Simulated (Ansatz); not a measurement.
Abridged Ansatz (a first-principles code) output:

```
Pseudopotential: Ti, paw, valence charge 12
Pseudopotential: S, paw, valence charge 6
Crystal: 6 atoms, lattice volume = 87.792 Å³
Basis set: ecut = 420 eV, 1733 PW (Γ), exchange–correlation on 128×128×128 points (8 copies of the dense FFT grid, shifted against one another)
Bands: 33, of which v1, the nominal top of the filled ones, is band 27 counted from 1 (26 counted from 0)
Symmetry: 12 space group operations
k-points: 417 of 4096
Functional: x = pbesol(κ = 0.804, μ = 0.12345679012345678), c = pbesol(β = 0.046)
SCF iter   1: F=—  HF=-10085.395840 eV  |F-HF|=—  |Δ(HF+E_count)|=         —  Δρ=1.15e-2  dr2=4.79e-1  ethr=1.77e-3  ⟨swp⟩=5.9  Hψ=57860  notcnv=0
SCF iter   2: F=—  HF=-10085.370552 eV  |F-HF|=—  |Δ(HF+E_count)|=   2.53e-2  Δρ=4.84e-3  dr2=1.06e-1  ethr=8.88e-4  ⟨swp⟩=2.0  Hψ=18929  notcnv=0
SCF 1 converged in 10 iterations: F = -10085.362808 eV  dr2 = 3.08e-11
SCF converged after 10 iterations
Free energy (F): -10085.362808 eV
Internal energy: -10085.324421 eV  (E = F + TS)
E sigma→0 (E₀):  -10085.343615 eV
Entropy (-TS):   -0.038387 eV (-6.398 meV/atom)
Fermi energy:    14.302308 eV
--- Forces (eV/Å), atoms counted from 1 ---
  atom   1  Ti     0.00000000    -0.00000000     0.00000000
  atom   2  Ti     0.00000000     0.00000000    -0.00017353
  atom   3  Ti     0.00000000    -0.00000000     0.00017353
  atom   4  S      0.00000000     0.00000000    -0.00000000
  atom   5  S      0.00000000     0.00000000     0.00055429
  atom   6  S      0.00000000    -0.00000000    -0.00055429
--- Stress (GPa, compression-positive) ---
        0.000346       0.000000       0.000000
       -0.000000       0.000346      -0.000000
        0.000000      -0.000000      -0.004621
  P = ⅓ Tr σ = -0.0013 GPa (-0.013 kbar)
```

Q: What was computed, and what are the main results?

A: TiS, 6 atoms in the cell, with Kohn–Sham DFT with the PBEsol functional, run in Ansatz with PAW and 420 eV plane waves, scalar-relativistic without spin-orbit coupling. The last SCF converged to F = -10085.362808 eV, or -1680.8938 eV per atom, at a pressure of 0.00 GPa. The total energy compares only with runs of the same code, potentials and settings.

Whether these cells are dynamically stable was not tested. The final runs are not spin-polarised. The cell is TiS (space group R-3m, No. 166).
